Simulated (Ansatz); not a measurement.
### Question
Name crystals whose mean free path at 300 K lies between 3.9 and 6.1 nm and whose resistivity at 300 K lies between 55 and 86 μΩ·cm, by PBEsol, DFPT electron-phonon coupling, linearised Boltzmann equation (Ansatz, a first-principles code).

### Answer
Many crystals can fit; among those computed here:
- LaTl (Pm-3m): 4.8 nm, 69 μΩ·cm

Metals; harmonic phonons alone scatter; means over directions. The mean free path is weighted by the current that each state carries. Halving the electron mesh moves these values by up to 10 %; q meshes are mostly untested. Some of the runs warned that the eigensolver left states short of its tolerance. Spin-orbit coupling is left out.

Formula and space group known from diffraction (Crystallography Open Database), not checked to be the room-temperature form: LaTl (Pm-3m).
